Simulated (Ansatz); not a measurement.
```xyz
52
Lattice="14.0000 0.0000 0.0000 0.0000 14.0000 0.0000 0.0000 0.0000 15.3350" Properties=species:S:1:pos:R:3 pbc="T T T"
C      8.4806     7.3678    13.9498
C      7.8688     8.2538    14.9507
C      8.3521     7.7064    12.5915
C      8.5256     6.9972    10.2323
C      6.4565     8.4253    14.5396
C      7.1811     8.5148    12.1804
C      6.1358     8.2570    13.1813
C      7.8642     8.2570     9.8213
C      6.8189     8.5148    10.8221
C      8.3494     7.7114     7.4620
C      7.5435     8.4253     8.4629
C      8.5256     7.0028     5.1027
C      8.1437     8.0094     6.1036
C      8.4819     7.3624     3.7444
C      5.6506     6.2886    15.1295
C      5.4744     6.9972    12.7702
C      5.8563     5.9906    13.7711
C      5.6479     7.7064    10.4111
C      5.5181     6.6376    11.4119
C      6.1312     8.2538     8.0518
C      5.5194     7.3678     9.0527
C      6.8133     8.5141     5.6925
C      5.8601     8.0136     6.6934
C      7.5383     8.4274     3.3333
C      6.4617     8.4274     4.3342
C      8.1399     8.0136     0.9741
C      7.1867     8.5141     1.9750
C      7.1867     5.4859    13.3600
C      8.1399     5.9864    14.3609
C      6.4617     5.5726    11.0008
C      7.5383     5.5726    12.0017
C      5.8601     5.9864     8.6416
C      6.8133     5.4859     9.6425
C      5.5194     6.6322     6.2823
C      6.1312     5.7462     7.2832
C      5.5181     7.3624     3.9231
C      5.6479     6.2936     4.9240
C      5.8563     8.0094     1.5639
C      5.4744     7.0028     2.5648
C      5.6506     7.7114     0.2055
C      8.4819     6.6376    11.5906
C      8.1437     5.9906     9.2314
C      7.5435     5.5747     6.8721
C      8.3494     6.2886     7.8731
C      6.8189     5.4852     4.5129
C      7.8642     5.7430     5.5138
C      6.1358     5.7430     2.1538
C      7.1811     5.4852     3.1546
C      6.4565     5.5747     0.7954
C      8.3521     6.2936     2.7436
C      7.8688     5.7462     0.3843
C      8.4806     6.6322     1.3852
```

Calculation: PBE (plane waves to 420 eV, PAW; Ansatz, a quantum-chemistry and plane-wave program). Mesh 1×1×6. No spin polarisation. It repeats along c; a and b span vacuum. A model structure. Only distortions within the start's symmetry and period were free. Buckling under compression is shut out by symmetry and the short period.

**Question.** Say what this body is, and give its properties.

**Answer.** (3,1) carbon nanotube. An idealised model, rolled from the flat sheet.
| Item | Result |
|---|---|
| mean diameter | 3.05 Å |
| energy over the flat sheet | +966 meV/atom |
| PBE gap | none (under 0.01 eV) |
| work function (PBE) | 5.26 eV |
| axial stiffness dF/dε | 245 nN |
